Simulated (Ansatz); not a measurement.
The starting structures come from a database of crystals and need not be the phases stable at ambient conditions.

By PBEsol, the system below comes out a metal.

Without scattering a metal conducts by its projected Fermi surface.

Here is the system:

```xyz
4
Lattice="4.8319 0.0000 0.0000 1.5907 4.5626 0.0000 1.6206 -2.2813 2.7984" Properties=species:S:1:pos:R:3 pbc="T T T"
Re     2.4160     0.0000     1.3992
Re     5.6273     2.2813     1.3992
Re     3.2113     2.2813     0.0000
W      0.0000     0.0000     0.0000
```

Space group of this cell: I4/mmm. The cell is taken as given; by PBEsol its mean pressure is -11.5 GPa.

The current flows along the normal of the first two printed cell vectors, the (110) plane of the conventional cell. No spin-orbit coupling; the value is a mean over 0.1 eV about the Fermi level.

**Question.** Predict the ballistic conductance per area from PBEsol in Ansatz (an electronic-structure program).

**Answer.** 1.4 × 10¹⁵ S/m² for both spins.
